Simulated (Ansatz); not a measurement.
# Effect of pressure 60 GPa on GaSb

Start from GaSb in the zinc blende structure (space group F-43m, No. 216; a = 6.2135 Å).

Now apply this change: cell and atoms relaxed at a pressure of 60 GPa.

Level of theory: PBE in Ansatz (plane waves to 420 eV, PAW, no SOC). k-mesh 13×13×13 (Γ-centred); smearing 0.05 eV (Fermi–Dirac).

- Volume per atom: 18.95 Å³ (base 29.99 Å³)
- Density: 8.39 g/cm³ (base 5.30 g/cm³)
- Lattice parameter a: 5.332 Å (base 6.214 Å)
- Shortest interatomic distance: 2.309 Å (base 2.691 Å)
- Enthalpy H = E + PV relative to the base's energy: +8.45 eV/atom
- Band gap: zero (base zero)

Final structure:

```xyz
2
Lattice="0.0000 2.6661 2.6661 2.6661 0.0000 2.6661 2.6661 2.6661 0.0000" Properties=species:S:1:pos:R:3 pbc="T T T"
Sb     3.9992     3.9992     3.9992
Ga     0.0000     0.0000     0.0000
```

Cost of the whole job for the changed cell (relaxation, final SCF and bands): around 90 core-seconds (rough).

Spin-orbit coupling, missing from the scalar runs, can matter with Sb. Load acts through the strain it causes; cell and atoms are relaxed under it. Stability against distortions was not tested. Tetrahedral semiconductors of this kind turn to denser phases somewhere between about 1 and 50 GPa; those were not computed, so compressed cells here can lie past the real transition. All final runs are without spin polarisation. A zero or small gap of GaSb can be the functional's error rather than a property of the material.

Ansatz is an electronic-structure program.
